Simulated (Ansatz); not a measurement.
Start from TlSe (space group I4/mcm, No. 140; a = 7.944 Å, c = 6.969 Å).

All numbers come from PBEsol/PAW in Ansatz (a first-principles code), no SOC.

Before the change:

The band gap is zero and the lattice parameter a is 7.944 Å.

Perturbation: cell and atoms relaxed at a pressure of 0.3 GPa.

Problem. Predict the new band gap and lattice parameter a.

Solution. The band gap remains zero; the lattice parameter a drops by 0.034 Å (7.944 Å → 7.910 Å).

Spin-orbit coupling, missing from the scalar runs, can matter with Tl. Load acts through the strain it causes; cell and atoms are relaxed under it. Whether these cells are dynamically stable was not tested. The final runs are not spin-polarised. The zero or small gap of TlSe can change with the level of theory.
